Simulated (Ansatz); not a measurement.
The parent structure is CsPbBr3 in the cubic perovskite structure (space group Pm-3m, No. 221; a = 5.770 Å).

Structures relaxed with Kohn–Sham DFT with the LDA functional, run in Ansatz (a first-principles code) with PAW and 420 eV plane waves, no spin-orbit coupling.

Base:

Simulated powder pattern, Co Kα, λ = 1.79026 Å (kinematic, ideal powder, no thermal factors, no anomalous dispersion; the 10 strongest lines at most, above 2 %, up to 2θ = 90°):

| 2θ (°) | I/Imax (%) | hkl |
|---|---|---|
| 17.85 | 39 | (100) |
| 25.35 | 90 | (110) |
| 36.15 | 100 | (200) |
| 40.59 | 21 | (210) |
| 44.67 | 43 | (211) |
| 52.05 | 72 | (220) |
| 58.76 | 20 | (310) |
| 65.01 | 25 | (222) |
| 70.96 | 23 | (321) |
| 87.86 | 36 | (420) |

After one change:

Simulated powder pattern, Co Kα, λ = 1.79026 Å (kinematic, ideal powder, no thermal factors, no anomalous dispersion; the 10 strongest lines at most, above 2 %, up to 2θ = 90°):

```csv
2θ (°),I/Imax (%)
18.18,39
25.82,91
36.84,100
41.37,21
45.53,43
53.08,71
59.94,20
66.35,25
72.47,23
89.90,36
```

Which of these changes matches the shifts?
A) isotropic strain −1.20 %
B) isotropic strain −3.00 %
C) isotropic strain −1.80 %
D) isotropic strain −0.60 %

C, isotropic strain −1.80 %. Its volume per atom is 36.39 Å³ against 38.42 Å³, and its space group is Pm-3m (No. 221).

Stability against distortions was not tested. Many cubic perovskites are stable only at high temperature; tilts and polar distortions were not tested. This is not the structure that CsPbBr3 has at room temperature and ambient pressure.
